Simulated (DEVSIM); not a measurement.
System: Ti/AlN/p-Si capacitor, at 400 K.

```
layer (left to right)  material  thickness (nm)  Na (cm⁻³)
---------------------  --------  --------------  ---------
1                           AlN            22.0          -
2                            Si            5000     1.3e16
```

Metal gate on the left, work function 4.33 eV. Fixed charge at the semiconductor interface 2.9e10 cm⁻² (in units of +e); no interface traps.

This is a model device: material constants are rounded textbook-type values typed into the input, and sizes, dopings and lifetimes were drawn at random. Values at 300 K; Nc and Nv go as T^1.5, mobilities as T to minus their exponent, the gap by Varshni's rule with the affinity fixed.

```
parameter         AlN        Si
----------------  ---  --------
gap (eV)          6.1     1.124
affinity (eV)     1.9      4.05
permittivity      8.5      11.7
Nc (cm⁻³)           -   2.86e19
Nv (cm⁻³)           -    3.1e19
Varshni α (eV/K)    -  0.000473
Varshni β (K)       -       636
```

Model (solved in DEVSIM): 1D Poisson equation in equilibrium, Boltzmann statistics, complete ionisation; no quantum confinement or tunnelling. Metal contacts follow the ideal Schottky-Mott rule: no Fermi-level pinning, no interface dipoles.

Base results: threshold voltage (band bending 2φF) (V) 0.13; minimum of the low-frequency capacitance (μF/cm²) 0.0472; flat-band voltage (V) -0.55; capacitance of the dielectric stack (μF/cm²) 0.342.

What follows from this one change: AlN thickness 0.022 → 0.026 μm?

threshold voltage (band bending 2φF) 0.13 → 0.15 V; minimum of the low-frequency capacitance 0.0472 → 0.0462 μF/cm²; flat-band voltage little changed (-0.55 V); capacitance of the dielectric stack 0.342 → 0.289 μF/cm².

What follows from this one change: temperature 400 → 300 K?

threshold voltage (band bending 2φF) 0.13 → 0.23 V; minimum of the low-frequency capacitance 0.0472 → 0.0386 μF/cm²; flat-band voltage -0.55 → -0.66 V; capacitance of the dielectric stack little changed (0.342 μF/cm²).
